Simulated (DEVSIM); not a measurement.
Structure: illuminated Si p-on-n cell, one wavelength, at 300 K.

| layer (left to right) | material | thickness (μm) | Nd (cm⁻³) | Na (cm⁻³) | τn (s) | τp (s) | absorption coefficient (cm⁻¹) |
|---|---|---|---|---|---|---|---|
| 1 | Si | 0.0700 | - | 1.2e18 | 0.00022 | 0.0003 | 18000 |
| 2 | Si | 35.0 | 1e17 | - | 0.001 | 0.001 | 18000 |

Left contact: ohmic, minority electron recombination velocity 200 cm/s. Right contact: ohmic, minority hole recombination velocity 3e6 cm/s. Voltage is applied to the left contact. Recombination: SRH at mid-gap, radiative, Auger. Gap narrowing is on: ΔEg = 6.92 meV × (l + √(l² + 0.5)), l = ln(N/1.3e17 cm⁻³), shared equally by both band edges. Light enters at the left, 5.5e16 photons cm⁻² s⁻¹, one pass, no reflection. Mobility is μmin + (μ − μmin)/(1 + (N/Nref)^α).

The device is made up for the run: typed textbook-type constants, with dimensions and the other settings drawn at random. Values at 300 K.

```csv
parameter,Si
gap (eV),1.124
affinity (eV),4.05
permittivity,11.7
Nc (cm⁻³),2.86e19
Nv (cm⁻³),3.1e19
μn (cm²/Vs),1417
μp (cm²/Vs),470
"μn,min",52
"μp,min",45
"Nref,n",9.7e16
"Nref,p",2.2e17
αn,0.68
αp,0.72
B (cm³/s),4.7e-15
Cn (cm⁶/s),2.8e-31
Cp (cm⁶/s),9.9e-32
```

DEVSIM, 1D drift-diffusion, Boltzmann statistics, complete ionisation; no tunnelling, impact ionisation, image-force lowering or self-heating.

### Question
Tabulate band edges, carrier densities and field at zero bias, in the dark.

### Answer
Energies count from the Fermi level of the right contact; mesh points crowd at the junctions.

```json
[
 {"x (μm)": "0.000", "Ec (eV)": "1.008", "Ev (eV)": "-0.084", "n (cm⁻³)": "330", "p (cm⁻³)": "1.2e18", "field (V/cm)": "≈ 0"},
 {"x (μm)": "0.01872", "Ec (eV)": "1.008", "Ev (eV)": "-0.084", "n (cm⁻³)": "330", "p (cm⁻³)": "1.2e18", "field (V/cm)": "≈ 0"},
 {"x (μm)": "0.03915", "Ec (eV)": "1.008", "Ev (eV)": "-0.084", "n (cm⁻³)": "330", "p (cm⁻³)": "1.2e18", "field (V/cm)": "-120"},
 {"x (μm)": "0.06008", "Ec (eV)": "0.998", "Ev (eV)": "-0.095", "n (cm⁻³)": "500", "p (cm⁻³)": "7.9e17", "field (V/cm)": "-27000"},
 {"x (μm)": "0.08517", "Ec (eV)": "0.716", "Ev (eV)": "-0.405", "n (cm⁻³)": "2.7e7", "p (cm⁻³)": "4.9e12", "field (V/cm)": "-130000"},
 {"x (μm)": "0.1244", "Ec (eV)": "0.326", "Ev (eV)": "-0.794", "n (cm⁻³)": "9.5e13", "p (cm⁻³)": "1400000", "field (V/cm)": "-69000"},
 {"x (μm)": "0.2027", "Ec (eV)": "0.147", "Ev (eV)": "-0.973", "n (cm⁻³)": "9.5e16", "p (cm⁻³)": "1400", "field (V/cm)": "-1000"},
 {"x (μm)": "0.4303", "Ec (eV)": "0.146", "Ev (eV)": "-0.974", "n (cm⁻³)": "1.0e17", "p (cm⁻³)": "1300", "field (V/cm)": "≈ 0"},
 {"x (μm)": "0.8145", "Ec (eV)": "0.146", "Ev (eV)": "-0.974", "n (cm⁻³)": "1.0e17", "p (cm⁻³)": "1300", "field (V/cm)": "≈ 0"},
 {"x (μm)": "1.521", "Ec (eV)": "0.146", "Ev (eV)": "-0.974", "n (cm⁻³)": "1.0e17", "p (cm⁻³)": "1300", "field (V/cm)": "≈ 0"},
 {"x (μm)": "2.997", "Ec (eV)": "0.146", "Ev (eV)": "-0.974", "n (cm⁻³)": "1.0e17", "p (cm⁻³)": "1300", "field (V/cm)": "≈ 0"},
 {"x (μm)": "7.280", "Ec (eV)": "0.146", "Ev (eV)": "-0.974", "n (cm⁻³)": "1.0e17", "p (cm⁻³)": "1300", "field (V/cm)": "≈ 0"},
 {"x (μm)": "14.51", "Ec (eV)": "0.146", "Ev (eV)": "-0.974", "n (cm⁻³)": "1.0e17", "p (cm⁻³)": "1300", "field (V/cm)": "≈ 0"},
 {"x (μm)": "24.35", "Ec (eV)": "0.146", "Ev (eV)": "-0.974", "n (cm⁻³)": "1.0e17", "p (cm⁻³)": "1300", "field (V/cm)": "≈ 0"},
 {"x (μm)": "30.71", "Ec (eV)": "0.146", "Ev (eV)": "-0.974", "n (cm⁻³)": "1.0e17", "p (cm⁻³)": "1300", "field (V/cm)": "≈ 0"},
 {"x (μm)": "32.90", "Ec (eV)": "0.146", "Ev (eV)": "-0.974", "n (cm⁻³)": "1.0e17", "p (cm⁻³)": "1300", "field (V/cm)": "≈ 0"},
 {"x (μm)": "33.95", "Ec (eV)": "0.146", "Ev (eV)": "-0.974", "n (cm⁻³)": "1.0e17", "p (cm⁻³)": "1300", "field (V/cm)": "≈ 0"},
 {"x (μm)": "34.52", "Ec (eV)": "0.146", "Ev (eV)": "-0.974", "n (cm⁻³)": "1.0e17", "p (cm⁻³)": "1300", "field (V/cm)": "≈ 0"},
 {"x (μm)": "34.86", "Ec (eV)": "0.146", "Ev (eV)": "-0.974", "n (cm⁻³)": "1.0e17", "p (cm⁻³)": "1300", "field (V/cm)": "≈ 0"},
 {"x (μm)": "34.98", "Ec (eV)": "0.146", "Ev (eV)": "-0.974", "n (cm⁻³)": "1.0e17", "p (cm⁻³)": "1300", "field (V/cm)": "≈ 0"},
 {"x (μm)": "35.04", "Ec (eV)": "0.146", "Ev (eV)": "-0.974", "n (cm⁻³)": "1.0e17", "p (cm⁻³)": "1300", "field (V/cm)": "≈ 0"},
 {"x (μm)": "35.07", "Ec (eV)": "0.146", "Ev (eV)": "-0.974", "n (cm⁻³)": "1.0e17", "p (cm⁻³)": "1300", "field (V/cm)": "≈ 0"}
]
```
